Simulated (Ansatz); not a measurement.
System: O-vacancy pair (O on one host N site, one N site vacant) in zinc-blende BN (neutral cell). These are PBE, PAW (plane waves to 420 eV; Ansatz, a first-principles code) values and carry that method's errors.

Cell of 64 host sites held at the relaxed PBE lattice; a 2×2×2 k-point mesh shifted by half a step; Fermi-Dirac width 0.01 eV, spin-restricted; finite-size errors left in. Static, classical nuclei. The charge state is imposed; whether it is stable for some Fermi level was not computed. Forms of the defect that were not tried may lie lower.

Barriers: single points on a 3×3×3 k-point mesh shifted by half a step at the bands' geometries.

The step: one N atom jumps into the vacancy from a nearby N site (O-vacancy distance between ideal sites 2.56 → 4.44 Å) (strongly reconstructed ends). Atoms about the jump, Cartesian Å from the middle of the jump, before and after:

```json
[
 {"atom": "N1", "x0": "-0.97", "y0": "0.00", "z0": "-0.95", "x1": "0.97", "y1": "0.00", "z1": "0.95"},
 {"atom": "B2", "x0": "-0.18", "y0": "0.83", "z0": "0.10", "x1": "-0.18", "y1": "0.71", "z1": "0.18"},
 {"atom": "B3", "x0": "0.04", "y0": "-0.38", "z0": "1.31", "x1": "-0.30", "y1": "-0.61", "z1": "1.47"},
 {"atom": "B4", "x0": "1.86", "y0": "-0.95", "z0": "0.08", "x1": "1.83", "y1": "-0.91", "z1": "0.03"},
 {"atom": "B5", "x0": "0.00", "y0": "-0.89", "z0": "-1.78", "x1": "0.02", "y1": "-0.93", "z1": "-1.84"},
 {"atom": "N6", "x0": "0.92", "y0": "-1.79", "z0": "-0.85", "x1": "0.89", "y1": "-1.80", "z1": "-0.87"},
 {"atom": "N7", "x0": "-0.85", "y0": "-1.74", "z0": "0.88", "x1": "-0.90", "y1": "-1.88", "z1": "0.95"},
 {"atom": "B8", "x0": "-1.82", "y0": "-0.90", "z0": "0.00", "x1": "-1.61", "y1": "-0.72", "z1": "0.18"},
 {"atom": "N9", "x0": "0.88", "y0": "1.76", "z0": "-0.82", "x1": "0.89", "y1": "1.78", "z1": "-0.89"},
 {"atom": "B10", "x0": "0.01", "y0": "-2.70", "z0": "0.03", "x1": "0.01", "y1": "-2.73", "z1": "0.03"},
 {"atom": "N11", "x0": "-0.97", "y0": "1.88", "z0": "0.93", "x1": "-0.93", "y1": "1.83", "z1": "0.97"},
 {"atom": "B12", "x0": "1.79", "y0": "0.89", "z0": "-1.75", "x1": "1.80", "y1": "0.90", "z1": "-1.76"},
 {"atom": "N13", "x0": "2.71", "y0": "-0.02", "z0": "-0.84", "x1": "2.73", "y1": "-0.01", "z1": "-0.87"},
 {"atom": "N14", "x0": "0.91", "y0": "-0.02", "z0": "-2.70", "x1": "0.91", "y1": "-0.02", "z1": "-2.71"},
 {"atom": "B15", "x0": "1.86", "y0": "0.85", "z0": "1.89", "x1": "1.83", "y1": "0.89", "z1": "1.85"},
 {"atom": "B16", "x0": "-1.83", "y0": "0.91", "z0": "-1.82", "x1": "-1.81", "y1": "0.91", "z1": "-1.84"},
 {"atom": "N17", "x0": "-0.85", "y0": "0.06", "z0": "2.67", "x1": "-0.93", "y1": "0.03", "z1": "2.72"},
 {"atom": "B18", "x0": "-1.82", "y0": "0.94", "z0": "1.84", "x1": "-1.86", "y1": "0.96", "z1": "1.88"},
 {"atom": "N19", "x0": "2.73", "y0": "-1.83", "z0": "0.97", "x1": "2.73", "y1": "-1.82", "z1": "0.95"},
 {"atom": "N20", "x0": "-2.72", "y0": "0.00", "z0": "0.93", "x1": "-2.73", "y1": "0.03", "z1": "0.97"},
 {"atom": "N21", "x0": "-0.87", "y0": "-1.81", "z0": "-2.71", "x1": "-0.88", "y1": "-1.81", "z1": "-2.71"},
 {"atom": "N22", "x0": "2.71", "y0": "1.77", "z0": "0.95", "x1": "2.73", "y1": "1.80", "z1": "0.94"},
 {"atom": "B23", "x0": "1.79", "y0": "2.68", "z0": "0.05", "x1": "1.80", "y1": "2.68", "z1": "0.03"},
 {"atom": "N24", "x0": "-2.73", "y0": "-1.82", "z0": "-0.88", "x1": "-2.68", "y1": "-1.79", "z1": "-0.89"},
 {"atom": "O25", "x0": "1.02", "y0": "-1.93", "z0": "2.87", "x1": "1.01", "y1": "-1.92", "z1": "2.85"},
 {"atom": "B26", "x0": "0.00", "y0": "2.68", "z0": "-1.75", "x1": "0.01", "y1": "2.68", "z1": "-1.76"},
 {"atom": "B27", "x0": "1.83", "y0": "-2.73", "z0": "-1.76", "x1": "1.83", "y1": "-2.73", "z1": "-1.77"},
 {"atom": "N28", "x0": "-0.90", "y0": "1.81", "z0": "-2.70", "x1": "-0.89", "y1": "1.79", "z1": "-2.69"},
 {"atom": "B29", "x0": "0.00", "y0": "2.72", "z0": "1.83", "x1": "0.01", "y1": "2.71", "z1": "1.85"},
 {"atom": "B30", "x0": "1.84", "y0": "-2.76", "z0": "1.86", "x1": "1.85", "y1": "-2.75", "z1": "1.84"},
 {"atom": "B31", "x0": "3.63", "y0": "0.90", "z0": "0.04", "x1": "3.63", "y1": "0.90", "z1": "0.03"},
 {"atom": "B32", "x0": "-1.80", "y0": "-2.72", "z0": "-1.79", "x1": "-1.80", "y1": "-2.71", "z1": "-1.76"},
 {"atom": "N33", "x0": "0.92", "y0": "1.79", "z0": "2.73", "x1": "0.92", "y1": "1.80", "z1": "2.75"},
 {"atom": "N34", "x0": "0.91", "y0": "-3.62", "z0": "0.95", "x1": "0.92", "y1": "-3.63", "z1": "0.95"},
 {"atom": "N35", "x0": "-0.90", "y0": "-3.62", "z0": "-0.88", "x1": "-0.89", "y1": "-3.64", "z1": "-0.87"},
 {"atom": "B36", "x0": "-1.83", "y0": "2.75", "z0": "0.03", "x1": "-1.80", "y1": "2.71", "z1": "0.03"},
 {"atom": "B37", "x0": "0.01", "y0": "0.91", "z0": "-3.62", "x1": "0.01", "y1": "0.89", "z1": "-3.62"},
 {"atom": "N38", "x0": "-2.73", "y0": "1.82", "z0": "-0.88", "x1": "-2.68", "y1": "1.78", "z1": "-0.87"},
 {"atom": "B39", "x0": "-1.75", "y0": "-2.67", "z0": "1.83", "x1": "-1.80", "y1": "-2.73", "z1": "1.85"},
 {"atom": "N40", "x0": "-2.71", "y0": "0.00", "z0": "-2.71", "x1": "-2.69", "y1": "-0.01", "z1": "-2.69"},
 {"atom": "N41", "x0": "2.73", "y0": "-0.03", "z0": "2.77", "x1": "2.72", "y1": "-0.02", "z1": "2.77"},
 {"atom": "B42", "x0": "1.84", "y0": "-0.93", "z0": "-3.56", "x1": "1.86", "y1": "-0.92", "z1": "-3.56"},
 {"atom": "B43", "x0": "3.64", "y0": "-0.92", "z0": "-1.78", "x1": "3.66", "y1": "-0.92", "z1": "-1.76"},
 {"atom": "N44", "x0": "2.74", "y0": "-1.82", "z0": "-2.67", "x1": "2.74", "y1": "-1.82", "z1": "-2.67"},
 {"atom": "B45", "x0": "3.65", "y0": "-0.91", "z0": "1.85", "x1": "3.63", "y1": "-0.91", "z1": "1.85"}
]
```

Problem. Give the saddle-point geometry and the barrier.

Solution. 
```tsv
atom	x	y	z
N1	0.21	-0.25	-0.10
B2	-0.30	1.10	-0.34
B3	0.16	-0.42	1.49
B4	1.73	-0.94	-0.11
B5	0.14	-0.98	-1.64
N6	1.00	-2.00	-0.93
N7	-0.91	-1.90	0.95
B8	-1.92	-1.09	0.21
N9	0.89	1.89	-0.94
B10	0.00	-2.78	0.04
N11	-0.94	1.86	0.91
B12	1.81	0.93	-1.79
N13	2.71	0.00	-0.89
N14	0.91	-0.02	-2.65
B15	1.70	0.78	1.93
B16	-1.70	1.04	-1.66
N17	-0.87	0.06	2.69
B18	-1.81	0.93	1.83
N19	2.66	-1.78	0.96
N20	-2.70	-0.02	0.93
N21	-0.87	-1.78	-2.64
N22	2.66	1.73	0.95
B23	1.80	2.68	0.04
N24	-2.70	-1.80	-0.85
O25	1.00	-1.88	2.84
B26	0.01	2.77	-1.83
B27	1.88	-2.80	-1.80
N28	-0.90	1.86	-2.71
B29	0.00	2.70	1.85
B30	1.83	-2.75	1.85
B31	3.60	0.89	0.03
B32	-1.80	-2.71	-1.77
N33	0.90	1.81	2.78
N34	0.91	-3.64	0.97
N35	-0.91	-3.62	-0.89
B36	-1.86	2.75	0.04
B37	-0.01	0.92	-3.58
N38	-2.75	1.85	-0.85
B39	-1.80	-2.74	1.88
N40	-2.64	0.02	-2.63
N41	2.73	-0.02	2.81
B42	1.86	-0.91	-3.53
B43	3.67	-0.88	-1.77
N44	2.77	-1.83	-2.67
B45	3.60	-0.91	1.88
```
It lies 6.45 eV above the start and 4.91 eV above the end. The saddle point's order was not checked.
